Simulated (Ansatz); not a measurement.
Structure of amorphous silicon carbide (Si120C72) (periodic cell):

```yaml
crystal:
  lattice:
    - [13.36631, -0.06849, 0.20639]
    - [-0.06849, 13.72084, 0.08968]
    - [0.20639, 0.08968, 13.65492]
  atoms:
    - { symbol: Si, position: [0.69987, 0.40752, 0.77479] }
    - { symbol: Si, position: [0.53010, 0.28326, 0.71785] }
    - { symbol: Si, position: [0.53382, 0.07286, 0.75044] }
    - { symbol: Si, position: [0.37933, 0.14673, 0.60635] }
    - { symbol: Si, position: [0.10208, 0.72165, 0.07948] }
    - { symbol: Si, position: [0.92894, 0.65480, 0.94328] }
    - { symbol: Si, position: [0.99597, 0.85340, 0.12963] }
    - { symbol: Si, position: [0.17385, 0.35173, 0.11083] }
    - { symbol: Si, position: [0.05290, 0.40725, 0.99220] }
    - { symbol: Si, position: [0.29945, 0.37883, 0.42390] }
    - { symbol: Si, position: [0.42349, 0.75691, 0.11132] }
    - { symbol: Si, position: [0.80627, 0.83217, 0.71566] }
    - { symbol: Si, position: [0.05904, 0.04816, 0.94148] }
    - { symbol: Si, position: [0.11316, 0.89198, 0.32428] }
    - { symbol: Si, position: [0.07554, 0.38557, 0.39813] }
    - { symbol: Si, position: [0.51786, 0.95325, 0.92573] }
    - { symbol: Si, position: [0.67520, 0.36657, 0.03993] }
    - { symbol: Si, position: [0.70121, 0.53937, 0.18359] }
    - { symbol: Si, position: [0.97086, 0.21256, 0.64946] }
    - { symbol: Si, position: [0.92298, 0.04528, 0.34314] }
    - { symbol: Si, position: [0.48149, 0.49617, 0.03034] }
    - { symbol: Si, position: [0.54416, 0.50320, 0.36785] }
    - { symbol: Si, position: [0.81233, 0.12938, 0.94969] }
    - { symbol: Si, position: [0.09451, 0.20833, 0.96724] }
    - { symbol: Si, position: [0.96682, 0.62621, 0.45981] }
    - { symbol: Si, position: [0.64670, 0.46532, 0.56428] }
    - { symbol: Si, position: [0.21754, 0.04806, 0.49869] }
    - { symbol: Si, position: [0.58744, 0.61387, 0.69043] }
    - { symbol: Si, position: [0.64977, 0.21385, 0.89294] }
    - { symbol: Si, position: [0.39200, 0.46082, 0.28677] }
    - { symbol: Si, position: [0.57744, 0.21855, 0.24654] }
    - { symbol: Si, position: [0.22946, 0.89761, 0.10506] }
    - { symbol: Si, position: [0.31511, 0.38403, 0.99704] }
    - { symbol: Si, position: [0.76535, 0.67903, 0.49578] }
    - { symbol: Si, position: [0.59374, 0.75292, 0.41540] }
    - { symbol: Si, position: [0.84044, 0.21091, 0.51827] }
    - { symbol: Si, position: [0.92547, 0.50311, 0.29985] }
    - { symbol: Si, position: [0.91115, 0.86814, 0.46157] }
    - { symbol: Si, position: [0.61120, 0.74260, 0.00664] }
    - { symbol: Si, position: [0.56018, 0.03501, 0.54339] }
    - { symbol: Si, position: [0.32224, 0.07351, 0.81676] }
    - { symbol: Si, position: [0.69260, 0.98536, 0.70065] }
    - { symbol: Si, position: [0.10371, 0.58607, 0.89918] }
    - { symbol: Si, position: [0.98498, 0.29913, 0.13613] }
    - { symbol: Si, position: [0.37263, 0.21250, 0.20630] }
    - { symbol: Si, position: [0.10295, 0.52603, 0.18393] }
    - { symbol: Si, position: [0.21510, 0.71335, 0.68776] }
    - { symbol: Si, position: [0.08722, 0.99839, 0.09894] }
    - { symbol: Si, position: [0.73718, 0.97859, 0.14208] }
    - { symbol: Si, position: [0.59123, 0.58533, 0.92021] }
    - { symbol: Si, position: [0.32366, 0.31241, 0.72199] }
    - { symbol: Si, position: [0.69328, 0.21297, 0.11308] }
    - { symbol: Si, position: [0.89857, 0.45136, 0.14122] }
    - { symbol: Si, position: [0.90054, 0.99254, 0.90873] }
    - { symbol: Si, position: [0.05905, 0.49667, 0.65149] }
    - { symbol: Si, position: [0.50310, 0.58753, 0.53310] }
    - { symbol: Si, position: [0.27945, 0.49506, 0.15401] }
    - { symbol: Si, position: [0.18852, 0.85872, 0.59014] }
    - { symbol: Si, position: [0.39920, 0.94586, 0.64180] }
    - { symbol: Si, position: [0.55513, 0.61968, 0.12531] }
    - { symbol: Si, position: [0.26525, 0.52200, 0.89153] }
    - { symbol: Si, position: [0.24575, 0.23621, 0.33951] }
    - { symbol: Si, position: [0.84839, 0.51502, 0.61581] }
    - { symbol: Si, position: [0.16405, 0.78231, 0.44356] }
    - { symbol: Si, position: [0.13587, 0.31927, 0.75090] }
    - { symbol: Si, position: [0.73532, 0.64019, 0.76974] }
    - { symbol: Si, position: [0.31715, 0.82828, 0.75699] }
    - { symbol: Si, position: [0.86181, 0.23283, 0.30948] }
    - { symbol: Si, position: [0.44441, 0.61127, 0.83262] }
    - { symbol: Si, position: [0.05894, 0.75727, 0.73746] }
    - { symbol: Si, position: [0.77830, 0.75700, 0.94583] }
    - { symbol: Si, position: [0.44956, 0.62942, 0.27009] }
    - { symbol: Si, position: [0.44303, 0.34814, 0.51277] }
    - { symbol: Si, position: [0.51916, 0.39682, 0.88987] }
    - { symbol: Si, position: [0.59417, 0.82045, 0.79905] }
    - { symbol: Si, position: [0.38146, 0.86157, 0.48226] }
    - { symbol: Si, position: [0.84904, 0.88403, 0.03831] }
    - { symbol: Si, position: [0.58135, 0.91130, 0.35485] }
    - { symbol: Si, position: [0.77517, 0.95643, 0.52911] }
    - { symbol: Si, position: [0.72941, 0.17553, 0.70307] }
    - { symbol: Si, position: [0.82766, 0.43809, 0.42974] }
    - { symbol: Si, position: [0.19163, 0.17938, 0.10830] }
    - { symbol: Si, position: [0.79303, 0.66170, 0.27176] }
    - { symbol: Si, position: [0.95918, 0.58439, 0.76809] }
    - { symbol: Si, position: [0.57465, 0.85784, 0.12739] }
    - { symbol: Si, position: [0.74076, 0.33365, 0.59069] }
    - { symbol: Si, position: [0.79641, 0.11826, 0.20799] }
    - { symbol: Si, position: [0.16309, 0.56019, 0.38340] }
    - { symbol: Si, position: [0.70585, 0.10934, 0.37045] }
    - { symbol: Si, position: [0.24656, 0.64069, 0.24512] }
    - { symbol: Si, position: [0.90467, 0.96669, 0.73458] }
    - { symbol: Si, position: [0.34861, 0.01497, 0.05332] }
    - { symbol: Si, position: [0.02797, 0.70843, 0.29711] }
    - { symbol: Si, position: [0.44500, 0.28295, 0.05805] }
    - { symbol: Si, position: [0.43257, 0.18549, 0.91409] }
    - { symbol: Si, position: [0.77383, 0.82597, 0.28468] }
    - { symbol: Si, position: [0.41929, 0.75490, 0.62501] }
    - { symbol: Si, position: [0.02692, 0.18665, 0.25796] }
    - { symbol: Si, position: [0.63966, 0.76914, 0.58322] }
    - { symbol: Si, position: [0.15973, 0.01891, 0.80589] }
    - { symbol: Si, position: [0.22701, 0.28678, 0.88888] }
    - { symbol: Si, position: [0.53118, 0.37837, 0.21946] }
    - { symbol: Si, position: [0.80319, 0.50686, 0.94745] }
    - { symbol: Si, position: [0.39502, 0.76065, 0.89340] }
    - { symbol: Si, position: [0.22924, 0.04794, 0.25022] }
    - { symbol: Si, position: [0.35458, 0.64985, 0.43103] }
    - { symbol: Si, position: [0.13307, 0.15197, 0.69814] }
    - { symbol: Si, position: [0.71799, 0.34368, 0.34245] }
    - { symbol: Si, position: [0.20180, 0.26314, 0.54174] }
    - { symbol: Si, position: [0.05208, 0.99596, 0.45256] }
    - { symbol: Si, position: [0.06114, 0.20423, 0.46745] }
    - { symbol: Si, position: [0.91797, 0.33719, 0.75141] }
    - { symbol: Si, position: [0.07218, 0.92022, 0.70574] }
    - { symbol: Si, position: [0.91688, 0.73105, 0.64313] }
    - { symbol: Si, position: [0.33803, 0.84193, 0.30147] }
    - { symbol: Si, position: [0.37591, 0.47046, 0.75676] }
    - { symbol: Si, position: [0.40467, 0.06207, 0.37658] }
    - { symbol: Si, position: [0.28362, 0.55980, 0.64166] }
    - { symbol: Si, position: [0.33742, 0.59995, 0.01860] }
    - { symbol: Si, position: [0.50357, 0.21885, 0.41873] }
    - { symbol: C, position: [0.51987, 0.81287, 0.91981] }
    - { symbol: C, position: [0.43765, 0.92778, 0.36184] }
    - { symbol: C, position: [0.72982, 0.77144, 0.81557] }
    - { symbol: C, position: [0.11177, 0.09617, 0.19237] }
    - { symbol: C, position: [0.54423, 0.74940, 0.68795] }
    - { symbol: C, position: [0.76038, 0.53900, 0.51227] }
    - { symbol: C, position: [0.82690, 0.03576, 0.64596] }
    - { symbol: C, position: [0.85879, 0.26072, 0.85296] }
    - { symbol: C, position: [0.72254, 0.72529, 0.37409] }
    - { symbol: C, position: [0.32123, 0.74063, 0.01303] }
    - { symbol: C, position: [0.50954, 0.64329, 0.39883] }
    - { symbol: C, position: [0.53720, 0.18706, 0.82240] }
    - { symbol: C, position: [0.54027, 0.38296, 0.08383] }
    - { symbol: C, position: [0.95791, 0.39363, 0.48490] }
    - { symbol: C, position: [0.67626, 0.12854, 0.00481] }
    - { symbol: C, position: [0.65359, 0.35120, 0.90447] }
    - { symbol: C, position: [0.89093, 0.24520, 0.94788] }
    - { symbol: C, position: [0.96969, 0.49541, 0.54495] }
    - { symbol: C, position: [0.99027, 0.84259, 0.26991] }
    - { symbol: C, position: [0.89716, 0.73321, 0.51097] }
    - { symbol: C, position: [0.02562, 0.46774, 0.87098] }
    - { symbol: C, position: [0.23844, 0.14463, 0.59420] }
    - { symbol: C, position: [0.71049, 0.54415, 0.86386] }
    - { symbol: C, position: [0.46166, 0.15958, 0.29624] }
    - { symbol: C, position: [0.56813, 0.97261, 0.04864] }
    - { symbol: C, position: [0.77147, 0.46754, 0.07788] }
    - { symbol: C, position: [0.59521, 0.96155, 0.80599] }
    - { symbol: C, position: [0.66105, 0.89548, 0.23275] }
    - { symbol: C, position: [0.09216, 0.67029, 0.42050] }
    - { symbol: C, position: [0.52904, 0.45786, 0.49686] }
    - { symbol: C, position: [0.11665, 0.66457, 0.20137] }
    - { symbol: C, position: [0.02106, 0.68163, 0.84156] }
    - { symbol: C, position: [0.37814, 0.63124, 0.56537] }
    - { symbol: C, position: [0.65443, 0.99750, 0.44355] }
    - { symbol: C, position: [0.89803, 0.88910, 0.32383] }
    - { symbol: C, position: [0.59776, 0.47452, 0.70421] }
    - { symbol: C, position: [0.18617, 0.45246, 0.47310] }
    - { symbol: C, position: [0.23348, 0.91212, 0.24604] }
    - { symbol: C, position: [0.64114, 0.44823, 0.27849] }
    - { symbol: C, position: [0.06653, 0.48419, 0.30863] }
    - { symbol: C, position: [0.01494, 0.51498, 0.07843] }
    - { symbol: C, position: [0.63781, 0.23054, 0.37320] }
    - { symbol: C, position: [0.97813, 0.28473, 0.99874] }
    - { symbol: C, position: [0.45682, 0.10984, 0.49410] }
    - { symbol: C, position: [0.20714, 0.35823, 0.63689] }
    - { symbol: C, position: [0.91999, 0.50843, 0.88059] }
    - { symbol: C, position: [0.26676, 0.09777, 0.37323] }
    - { symbol: C, position: [0.40172, 0.04176, 0.92785] }
    - { symbol: C, position: [0.42496, 0.27312, 0.63098] }
    - { symbol: C, position: [0.83247, 0.13193, 0.41276] }
    - { symbol: C, position: [0.40551, 0.06007, 0.70838] }
    - { symbol: C, position: [0.64586, 0.03807, 0.05636] }
    - { symbol: C, position: [0.32410, 0.21079, 0.82940] }
    - { symbol: C, position: [0.85297, 0.62055, 0.69682] }
    - { symbol: C, position: [0.19174, 0.46089, 0.58983] }
    - { symbol: C, position: [0.81775, 0.40411, 0.68821] }
    - { symbol: C, position: [0.29410, 0.94455, 0.54985] }
    - { symbol: C, position: [0.71240, 0.87565, 0.62394] }
    - { symbol: C, position: [0.91505, 0.63272, 0.32613] }
    - { symbol: C, position: [0.66234, 0.28954, 0.69360] }
    - { symbol: C, position: [0.62625, 0.09062, 0.64834] }
    - { symbol: C, position: [0.22383, 0.78101, 0.04180] }
    - { symbol: C, position: [0.30202, 0.77409, 0.41712] }
    - { symbol: C, position: [0.03483, 0.41003, 0.77294] }
    - { symbol: C, position: [0.10539, 0.25939, 0.34369] }
    - { symbol: C, position: [0.35830, 0.72799, 0.22971] }
    - { symbol: C, position: [0.30969, 0.10739, 0.14278] }
    - { symbol: C, position: [0.95953, 0.28503, 0.52432] }
    - { symbol: C, position: [0.77410, 0.18794, 0.83205] }
    - { symbol: C, position: [0.03250, 0.61084, 0.02149] }
    - { symbol: C, position: [0.51113, 0.41987, 0.75106] }
    - { symbol: C, position: [0.84828, 0.14165, 0.63467] }
```

These are PBE, scalar-relativistic without spin-orbit coupling (plane waves to 420 eV, PAW; Ansatz, a quantum-chemistry and plane-wave program) values and carry that method's errors. Neutral PBE cell, which sets geometry, pressure and energy: sampling: a 2×2×2 Γ-centred mesh; Fermi-Dirac width 0.05 eV; no spin polarisation.

Preparation: random packing, a CHGNet melt and quench, and a DFT relaxation. The hot cell started wider than the set density and was brought back towards it in steps. It is the lowest in DFT energy of 4 quenches. It is a model cell: composition and starting density were chosen by hand, and all elements were melted together. No dispersion term was used. Its density started from a set value of 2.81 and ended at 2.81 g/cm³. Cooling (nominally 430 K/ps over its main leg) ran many orders faster than in experiment, which tends to leave more defects and strain. Values belong to this one cell and scatter from quench to quench. The volume was held where the preparation left it and the shape relaxed.

Q: Give the pressure, the energy against reference phases and the spacing of the highest filled and lowest empty levels.

A: 
```json
{
  "Pressure on a 2×2×2 Γ-centred mesh": "3.99 GPa",
  "Largest force and stress component on that mesh (the relaxation ran on the zone centre alone)": "0.22 eV/Å and 4.1 GPa",
  "Energy relative to 6H silicon carbide + silicon (lowest mix at this level among the phases computed, not always the ambient ones)": "0.552 eV/atom",
  "Gap on a 2×2×2 Γ-centred mesh (PBE)": "within the smearing (under twice its width)"
}
```

Q: At PBE and the zone centre, how localised are the states just below and above the Fermi level (participation number: the atoms over which a state spreads)?

A: The highest filled state is spread over 65.2 atoms' worth, largest on Si61, with weights by element (charge in smoothed Voronoi cells) Si 0.76, C 0.24. The lowest empty state is spread over 70.1 atoms' worth, largest on Si8, with weights by element (charge in smoothed Voronoi cells) Si 0.78, C 0.22.

The levels at the Fermi energy are partly filled. A closed spacing in one fast-quenched cell at PBE doesn't show the material to be a metal.

Cut-offs for bonds: Si-Si 2.64 Å, Si-C 2.26 Å, C-C 1.78 Å.

A PBE run started with 1 μB on atoms that lack a bond or may hold spare charge lost its moments; other starts weren't tried.
